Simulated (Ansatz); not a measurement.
```yaml
surface: single layer of HfS2 (symmetry P-3m1 as a slab, 3 atoms a cell)
Vacuum level minus Kohn-Sham valence edge: 6.40 eV
Vacuum level minus Kohn-Sham conduction edge: 5.10 eV
gap_of_the_slab_on_its_mesh: 1.30 eV
Apparent barrier, filled states, bias minus 1.0 V: 7.4 eV (κ = 1.40 1/Å)
Apparent barrier, filled states, bias minus 1.6 V: 7.4 eV (κ = 1.39 1/Å)
Apparent barrier, empty states, bias plus 1.1 V: 6.8 eV (κ = 1.33 1/Å)
Apparent barrier, empty states, bias plus 1.7 V: 5.8 eV (κ = 1.23 1/Å)
```

Calculation: PBE, Tersoff-Hamann images (plane waves, PAW; Ansatz, a first-principles code).

The apparent barrier is ħ²κ²/2m, with κ from the fall of the mean window density between 3.5 and 5 Å; states of large in-plane momentum fall faster than their energy alone says. Mesh 18×18×1, no spin-orbit coupling, no spin polarisation; biases count from the run's Fermi level.
